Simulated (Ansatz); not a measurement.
Functionals compared on a constructed model of the (0001) surface of hcp Os, a pseudomorphic layer of Ru in the host's stacking (bottom of the slab: a bare face, its two planes held), in Ansatz (plane waves, PAW). The structure was relaxed with PBE; the other rows are single points on it. Cutoff 420 eV (500 eV for r2SCAN).

Slab: 7 atoms, 13.4 Å thick at the start; k 16x16x1, smearing 0.1 eV, dipole-corrected; 2 atoms held, the rest relaxed; held to the start's symmetry, so lower structures may exist; no spin, no spin-orbit, no U. It is one candidate, not shown to be the stable structure of the face. These notes are the PBE run's.

```csv
functional,work function of the top face (eV),rough cost of the single point
PBE,4.91,–
RPBE,4.73,very roughly 30 core-seconds
r2SCAN,4.91,very roughly 60 core-seconds
```

Ansatz is an electronic-structure program.
